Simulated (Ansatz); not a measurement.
Name crystals whose mean free path at 300 K lies between 2.3 and 3.6 nm and whose resistivity at 300 K lies between 35 and 55 μΩ·cm, by PBEsol, DFPT electron-phonon coupling, linearised Boltzmann equation in Ansatz (a program for electronic structure).

Many crystals can fit; among those computed here:
- Lu (P6_3/mmc): 2.8 nm, 43 μΩ·cm
- NiS (P6_3/mmc): 3.2 nm, 42 μΩ·cm

Metals; harmonic phonons alone scatter; means over directions. The mean free path is weighted by the current that each state carries. Halving the electron mesh moves these values by up to 8 %; q meshes are mostly untested. Some of the runs warned that the eigensolver left states short of its tolerance. Spin-orbit coupling is left out.

Formula and space group known from diffraction (Crystallography Open Database), not checked to be the room-temperature form: NiS (P6_3/mmc). Treated as nonmagnetic (a ferromagnetic start lost its moment, other orders weren't tried): NiS (P6_3/mmc). The missing spin-orbit coupling matters most for Lu (P6_3/mmc).
